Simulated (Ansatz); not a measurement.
**A computed series for WC: response to strain**

Take WC (space group P-6m2, No. 187; relaxed with 0.1 eV smearing) as the base.

```
WC
1.0
    2.91308     0.00000     0.00000
   -1.45654     2.52280     0.00000
    0.00000     0.00000     2.83585
W C
1 1
Direct
  0.00000   0.00000   0.00000
  0.66667   0.33333   0.50000
```

Cartesian axes are those of the cell as printed.

Strains are applied to the cell and any free atomic positions relax; under biaxial strain the out-of-plane vector relaxes too.

Level of theory: plane-wave PAW DFT at the r2SCAN level (Ansatz, an electronic-structure program, 500 eV), no spin-orbit coupling, earlier PAW set.

```csv
"biaxial strain, plane normal [001], relaxed out of plane (%)",out-of-plane strain (%)
-2.47,0.92
-2.09,?
-1.61,0.59
-0.91,0.33
-0.86,0.31
0,0.00
```

Question: Fit ε⊥ = −νε + γε² (strains in %) to the rows shown and predict the withheld row.

Answer: Least squares on the printed values gives ν = 0.36 (the biaxial Poisson response) and γ = 0.007 (largest residual 0.00 %); this predicts 0.77 %, and the run gives 0.77 %, in agreement.

No phonon test of stability was made. All final runs are without spin polarisation.
